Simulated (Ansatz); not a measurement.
BeTe under a change: isotropic strain −1.50 %

The reference is BeTe in the zinc blende structure (space group F-43m, No. 216; a = 5.664 Å).

The change: the cell is scaled by 0.9850 in all directions; the atoms relax in the strained cell.

Calculations: PBE (Ansatz, a quantum-chemistry and plane-wave program; PAW; 420 eV plane waves; no spin-orbit coupling). Settings: 10×10×10 k-points, 0.05 eV Fermi–Dirac smearing.

```json
[
 {"quantity": "volume per atom", "base": "22.71 Å³", "changed": "21.70 Å³", "shift": "-1.01 Å³"},
 {"quantity": "space group", "base": "F-43m (No. 216)", "changed": "F-43m (No. 216)", "shift": "–"},
 {"quantity": "energy relative to the base (free energy F)", "base": "0 meV/atom", "changed": "+8.5 meV/atom", "shift": "+8.5 meV/atom"},
 {"quantity": "pressure", "base": "0.01 GPa", "changed": "2.81 GPa", "shift": "+2.80 GPa"},
 {"quantity": "band gap", "base": "2.03 eV", "changed": "1.92 eV", "shift": "-0.11 eV"},
 {"quantity": "gap character", "base": "indirect, Γ → X", "changed": "indirect, Γ → X", "shift": "–"},
 {"quantity": "smallest direct gap", "base": "3.64 eV", "changed": "3.61 eV", "shift": "-0.037 eV"},
 {"quantity": "mean gap deformation potential ΔEg/Δln V", "base": "–", "changed": "+2.4 eV", "shift": "–"},
 {"quantity": "width of the top valence band", "base": "3.12 eV", "changed": "3.34 eV", "shift": "+0.22 eV"},
 {"quantity": "electron mass", "base": "1.9 mₑ along k, 0.26 mₑ across (at X)", "changed": "1.7 mₑ along k, 0.25 mₑ across (at X)", "shift": "–"},
 {"quantity": "hole mass (degenerate bands, along [100])", "base": "0.20, 0.35, 0.35 mₑ (at Γ)", "changed": "0.20, 0.33, 0.33 mₑ (at Γ)", "shift": "–"},
 {"quantity": "valley order (the lowest conduction-band minima on the path, energy above the VBM, named in the base's zone)", "base": "X along ⟨100⟩ 2.03 eV; L along ⟨111⟩ 3.04 eV", "changed": "X along ⟨100⟩ 1.92 eV; L along ⟨111⟩ 3.17 eV", "shift": "–"}
]
```

Final structure:

```yaml
crystal:
  lattice:
    - [0.00000, 2.78928, 2.78928]
    - [2.78928, 0.00000, 2.78928]
    - [2.78928, 2.78928, 0.00000]
  atoms:
    - { symbol: Be, position: [0.00000, 0.00000, 0.00000] }
    - { symbol: Te, position: [0.25000, 0.25000, 0.25000] }
```

With Te present, leaving out spin-orbit coupling can change the band edges. Masses are band curvatures over ±0.01 Å⁻¹ around the edge. Along k means along the line from Γ to the band edge. Whether these cells are dynamically stable was not tested.
